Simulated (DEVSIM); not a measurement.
Structure: Schottky contact on n-type β-Ga2O3, at 300 K.

Layer 1 from the left is β-Ga2O3, thickness (μm) 11.0, Nd (cm⁻³) 6.2e15, τn (s) 7.4e-8, τp (s) 7.4e-8. Layer 2 from the left is β-Ga2O3, thickness (μm) 1.40, Nd (cm⁻³) 1.4e18, τn (s) 7.4e-8, τp (s) 7.4e-8.

Left contact: Schottky, work function 5.1 eV, emission velocity 8.2e6 cm/s. Right contact: ohmic. Voltage is applied to the left contact. Recombination: SRH at mid-gap. Mobility is μmin + (μ − μmin)/(1 + (N/Nref)^α).

Constants are typed, rounded textbook-type inputs, not results; the design itself was drawn at random and stands for no fabricated device. Values at 300 K.

β-Ga2O3: gap (eV) 4.8, affinity (eV) 4, permittivity 10, Nc (cm⁻³) 3.7e18, Nv (cm⁻³) 5e20, μn (cm²/Vs) 160, μp (cm²/Vs) 1, μn,min 20, μp,min 0.1, Nref,n 1e18, Nref,p 1e18, αn 0.8, αp 0.8.

Model (solved in DEVSIM): 1D drift-diffusion, Boltzmann statistics, complete ionisation; no tunnelling, impact ionisation, image-force lowering or self-heating. Metal contacts follow the ideal Schottky-Mott rule: no Fermi-level pinning, no interface dipoles.

Question: What does the simulation give for the potential step across the device at zero bias, the dark forward voltage at 100 A/cm², the dark forward voltage at 1 A/cm²?

Answer: potential step across the device at zero bias 1.075 V; dark forward voltage at 100 A/cm² 1.569 V; dark forward voltage at 1 A/cm² 0.745 V.
